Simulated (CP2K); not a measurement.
Band structure of NaF (Fm-3m, 2 atoms in the cell).

```
CELL_PARAMETERS angstrom
      3.23921     0.00000     0.00000
      1.61960     2.80524     0.00000
      1.61960     0.93508     2.64480
ATOMIC_POSITIONS crystal
  Na 0.00000 0.00000 0.00000
  F  0.50000 0.50000 0.50000
```

Level of theory: PBE, GPW, DZVP-MOLOPT-SR-GTH basis, GTH-PBE potentials (GTH_POTENTIALS) in CP2K 2026.2.

Settings: CUTOFF = 950 Ry; REL_CUTOFF = 50 Ry; SMEAR/METHOD = FERMI_DIRAC; ELECTRONIC_TEMPERATURE = 232.09 K; KPOINTS/SCHEME = MONKHORST-PACK 6 6 6; GAMMA_CENTERED = T; XC_FUNCTIONAL = PBE; Na/BASIS_SET = DZVP-MOLOPT-SR-GTH; Na/POTENTIAL = GTH-PBE-q9; F/BASIS_SET = DZVP-MOLOPT-SR-GTH; F/POTENTIAL = GTH-PBE-q7; METHOD = GPW; EPS_DEFAULT = 1e-10; EXTRAPOLATION = USE_GUESS.

The starting cell comes from a database of computed structures (which also holds hypothetical and non-ambient phases and stackings), without a prior relaxation at this level. Its lattice was rescaled by a random factor within 2.5 % of one. Values carry the incompleteness of an atom-centred basis.

Predict the gap along the standard path and the places of the band edges.

The gap along the path is 6.63 eV, direct at Γ to within 0.01 eV.

Levels in eV from the top of the valence band on the SCF mesh, bands 5 to 9:
| point | 5 | 6 | 7 | 8 | 9 |
|---|---|---|---|---|---|
| Γ | -19.20 | 0.00 | 0.00 | 0.00 | 6.63 |
| X | -18.93 | -1.36 | -0.43 | -0.43 | 13.49 |
| W | -18.70 | -0.93 | -0.93 | -0.59 | 14.32 |
| K | -18.71 | -1.12 | -0.87 | -0.38 | 13.80 |
| L | -18.44 | -1.65 | -0.25 | -0.25 | 11.01 |
| U | -18.71 | -1.12 | -0.87 | -0.38 | 13.80 |

Higher empty bands are left out: an atom-centred basis made for the valence describes them poorly.
